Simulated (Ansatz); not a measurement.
Take CuAu (space group P4/mmm, No. 123; a = 2.813 Å, c = 3.593 Å; relaxed with 0.1 eV smearing) as the base. Axes: x, y, z lie along a, b, c of the conventional cell.

Calculations: plane-wave PAW DFT at the PBEsol level (Ansatz, a first-principles code, 420 eV), no SOC.

For the base:

| Property | Value |
|---|---|
| Pressure | 0.0 GPa |

It is then changed as follows: tensor shear ε_xz = +2.00 % (engineering shear γ = 0.0400), atoms relaxed at fixed cell.

Question: What happens to the energy relative to the base?

Answer: The energy goes up by 5.1 meV/atom.

Question: Predict the new pressure.

Answer: The pressure (mean of the normal stresses, compression positive) goes from zero to 0.3 GPa.

The cells carry an imposed strain or load. No phonon test of stability was made. The final runs are not spin-polarised.
